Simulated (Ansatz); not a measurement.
Take Cu in the fcc (Cu type) structure (space group Fm-3m, No. 225; a = 3.5768 Å; relaxed with 0.1 eV smearing) as the base. Axes: x, y, z lie along the cube axes.

Structures relaxed with plane-wave PAW DFT at the r2SCAN level (Ansatz, an electronic-structure program, 500 eV), no spin-orbit coupling.

Base:

Simulated powder pattern, Cu Kα1, λ = 1.54056 Å (kinematic, ideal powder, no thermal factors, no anomalous dispersion; the 8 strongest lines at most, above 2 %, up to 2θ = 90°):

```json
[
 {"2θ (°)": "43.80", "I/Imax (%)": "100", "hkl": "(111)"},
 {"2θ (°)": "51.03", "I/Imax (%)": "47", "hkl": "(200)"},
 {"2θ (°)": "75.05", "I/Imax (%)": "26", "hkl": "(220)"}
]
```

Modification: biaxial strain −3.00 %, plane normal [001], relaxed out of plane (Cartesian); in-plane vectors clamped, the third vector and the atoms free.

After the change:

Simulated powder pattern, Cu Kα1, λ = 1.54056 Å (kinematic, ideal powder, no thermal factors, no anomalous dispersion; the 8 strongest lines at most, above 2 %, up to 2θ = 90°):

```csv
2θ (°),d (Å),I/Imax (%),hkl
44.17,2.049,100,(111)
48.89,1.861,18,(002)
52.72,1.735,29,(200)
74.74,1.269,18,(202)
77.80,1.227,8.1,(220)
88.15,1.107,12,(113)
```

The indices refer to the base's conventional cell; one index is shown for lines that coincide. The space group is now I4/mmm (No. 139).

Stability against distortions was not tested. The final runs are not spin-polarised.
